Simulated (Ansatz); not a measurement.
We consider Nb2GaC (P6₃/mmc, No. 194, 8 atoms in the cell; start mp-1079546), described by PBEsol (Ansatz, a first-principles code, plane waves, PAW).

Run with plane-wave cutoff 520 eV, 24×24×4 k mesh (along the axes of the cell as run), Fermi–Dirac smearing 0.05 eV, no spin polarisation, scalar-relativistic PAW data made under PBE.

Cell (relaxed at this level):

Space group P6₃/mmc (No. 194); a = b = 3.1175 Å, c = 13.4772 Å, α = β = 90.00°, γ = 120.00°

```csv
atom,site,symmetry,x,y,z
Nb,4f,3m.,0.3333,0.6667,0.0898
Ga,2d,-6m2,0.6667,0.3333,0.2500
C,2a,-3m.,0.0000,0.0000,0.0000
```

What does this level give for the bulk modulus B0?


- bulk modulus B0 = 191 GPa

Note: the run has no spin polarisation, so it can have missed a magnetic state; the bulk modulus is −V dP/dV from two relaxed cells at ±2 % in volume; the relaxation could not lower the start's symmetry, so the cell can be a saddle point above a distorted one.

Computed values are for the static lattice.

A start named mp-… is a Materials Project structure, which need not be a measured phase.
